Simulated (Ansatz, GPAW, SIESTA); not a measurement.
One structure in several programs: CsSnI₃ (Pm-3m, 5 atoms in the cell)

Self-consistent single point.

```
CsSnI3
1.0
    6.33631     0.00000     0.00000
    0.00000     6.33631     0.00000
    0.00000     0.00000     6.33631
Cs Sn I
1 1 3
Direct
  0.00000   0.00000   0.00000
  0.50000   0.50000   0.50000
  0.50000   0.00000   0.50000
  0.00000   0.50000   0.50000
  0.50000   0.50000   0.00000
```

Shared settings, as Ansatz (an electronic-structure program) writes them: kpoints.mp_grid.grid = 7 7 7; scf.occupations.method = fermi_dirac; scf.occupations.width = 0.05 eV. Potentials and cutoffs stand in the table.

| code | model | pressure (GPa) | cutoff |
|---|---|---|---|
| GPAW | PBE, GPAW PAW datasets PBE (gpaw-data 1.0.1) | -0.42 | 550 eV |
| Ansatz | PBE, default PAW files | -0.41 | default |
| SIESTA | GGA PBE, numerical atomic orbitals DZP, PseudoDojo PBE standard norm-conserving potentials (rewritten from UPF to PSML) | -0.69 | grid 400 Ry |

On Ansatz's run: spin-orbit coupling is off.

The spread over the programs that give each value: pressure within 0.28 GPa.

SIESTA uses small atom-centred bases, whose incompleteness enters pressures, forces and empty levels differently from a plane-wave cutoff. Ansatz's pressure is given at a fixed set of plane waves, as the other plane-wave codes print theirs.

This mesh misses zone-boundary points where a band edge of such crystals can lie, so no gaps are given.

On the base mesh (3 3 3) the same programs gave: Ansatz pressure -0.67 GPa; GPAW pressure -0.67 GPa; SIESTA pressure -0.94 GPa.

The starting cell has typed, rounded lattice constants, without a prior relaxation at this level. Its lattice was rescaled by a random factor within 2.5 % of one.

Left out of this page: CP2K (on another mesh).

Keys are those of Ansatz 0.2.
